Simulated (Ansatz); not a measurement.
Reference: WSe2 (P6_3/mmc), PBEsol+D3BJ with spin-orbit coupling, rigid bands (plane waves, PAW; Ansatz, a first-principles code); axes and stresses refer to this cell.

```yaml
crystal:
  lattice:
    - [3.23057, 0.00000, 0.00000]
    - [-1.61529, 2.79776, 0.00000]
    - [0.00000, 0.00000, 12.41078]
  atoms:
    - { symbol: W, position: [0.66667, 0.33333, 0.75000] }
    - { symbol: W, position: [0.33333, 0.66667, 0.25000] }
    - { symbol: Se, position: [0.33333, 0.66667, 0.88545] }
    - { symbol: Se, position: [0.66667, 0.33333, 0.11455] }
    - { symbol: Se, position: [0.66667, 0.33333, 0.38545] }
    - { symbol: Se, position: [0.33333, 0.66667, 0.61455] }
```

- electron mass along x = 0.43 mₑ
- hole mass along x = 0.59 mₑ
- hole mass along z = 1.36 mₑ

Task: Change: hydrostatic pressure 5 GPa. What happens to electron mass along x, hole mass along x, hole mass along z?

Result: electron mass along x drops to 0.39 mₑ; hole mass along x falls to 0.49 mₑ; hole mass along z goes up to 1.73 mₑ.

Masses are for dilute carriers at 300 K, harmonic means over directions unless an axis is named. Stresses and pressures are the targets of the relaxation.  The structure type is held under load, also where the real crystal would transform.

PBEsol with a dispersion correction tends to overbind, so the cell can be several per cent short, in bad cases over ten, which usually narrows a gap: WSe2 (P6_3/mmc).
